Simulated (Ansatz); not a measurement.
System: LiGeN (P6₃mc, No. 186, 6 atoms in the cell; start mp-1246087). Method: r²SCAN in Ansatz (PAW).

Run with plane-wave cutoff 560 eV, 12×12×4 k mesh (along the axes of the cell as run), Fermi–Dirac smearing 0.01 eV, scalar-relativistic PAW data made under PBE.

Cell (relaxed at this level):

LiGeN has the hexagonal space group P6₃mc (No. 186), Pearson symbol hP6. Cell: a = 2.987 Å, b = 2.987 Å, c = 9.354 Å, α = 90.00°, β = 90.00°, γ = 120.00°. Li on 2b is coordinated by 3 N at 2.169 Å (trigonal pyramidal). Ge on 2a has 3 N at 1.979 Å (trigonal pyramidal). N on 2b is coordinated by 3 Ge at 1.979 Å and 3 Li at 2.169 Å (octahedral). (Neighbours: up to the widest gap in distance over summed covalent radii, below 1.35, at either atom; cation-cation and far metal-metal contacts left out.)

Problem. Give the computed band gap, Γ–Γ gap and bulk modulus.

Solution. 
* **band gap**: 1.84 eV (on the SCF k mesh)
* **Γ–Γ gap**: 3.54 eV
* **bulk modulus**: 74.4 GPa

Note: the relaxation could not lower the start's symmetry, so the cell can be a saddle point above a distorted one; the bulk modulus is −V dP/dV from two relaxed cells at ±2 % in volume.

Spin–orbit coupling is not included.

Computing time: roughly 100 core-seconds.

A start named mp-… is a Materials Project structure, which need not be a measured phase.

Ansatz is a program for electronic structure.
